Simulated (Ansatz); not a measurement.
Ni on the Si site + C vacancy (Ni_Si+V_C) in 4H silicon carbide (start: the Si(k) site; C(k) 1.90 Å away, along c; 96-site cell, 2×2×2 shifted sampling). Calculation: PBE, PAW (plane waves to 420 eV; Ansatz, a first-principles code). Total energies of the localised charge states, counted from that of charge +1, and their image corrections (point charge with alignment); the host's valence-band maximum lies at 9.362 eV on the cells' energy zero and its gap is 2.23 eV.

```tsv
charge	moment (μB)	E − E(first) (eV)	correction (eV)
+1	1.0	0.000	0.096
0	2.0	9.796	0.024
−1	1.0	19.657	0.236
```

**Question.** Derive the transition levels above the valence-band maximum and say which of them are thermodynamic.

**Answer.** A level is the Fermi energy at which two charges have equal formation energy: ε(q/q′) = [E(q′) + corr(q′) − E(q) − corr(q)] / (q − q′) − E_VBM.
ε(+1/0) = [(9.796 + 0.024) − (0.000 + 0.096)] / 1 − 9.362 = 0.36 eV
ε(0/−1) = [(19.657 + 0.236) − (9.796 + 0.024)] / 1 − 9.362 = 0.71 eV
Thermodynamic levels at least 0.1 eV inside the gap: (+1/0) at 0.36 eV; (0/−1) at 0.71 eV. They hold to tenths of an eV in this cell. Charges with a result: +2, +1, 0, −1. Others weren't obtained, and one of them could lie lower, also by skipping a charge. Charge +2 has its level within 0.1 eV of a band edge or past it. The geometries come from one start. Flagged in the runs: a host whose relaxation on this sampling wasn't shown to rest.
